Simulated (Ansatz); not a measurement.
The starting structures come from a database of crystals and need not be the phases stable at ambient conditions.

Where the default PAW files enter, the runs use the earlier of Ansatz's two default sets.

By PBEsol, the system below comes out a metal.

Input:

```
Rh
1.0
    2.63740     0.00000     0.00000
   -1.31870     2.28406     0.00000
    1.31870     0.76135     2.19738
Rh
1
Direct
  0.00000   0.00000   0.00000
```

Space group of this cell: R-3m. The cell is strained (lengths across the current scaled by 0.98, ions clamped); by PBEsol its mean pressure is 6.4 GPa.

The current flows along the normal of the first two printed cell vectors, the (111) (indices of the unstrained crystal) plane of the conventional cell. No spin-orbit coupling; the value is a mean over 0.1 eV about the Fermi level.

Task: Predict the ballistic conductance per area from PBEsol (Ansatz, a first-principles code).

Result: 2.2 × 10¹⁵ S/m² for both spins.
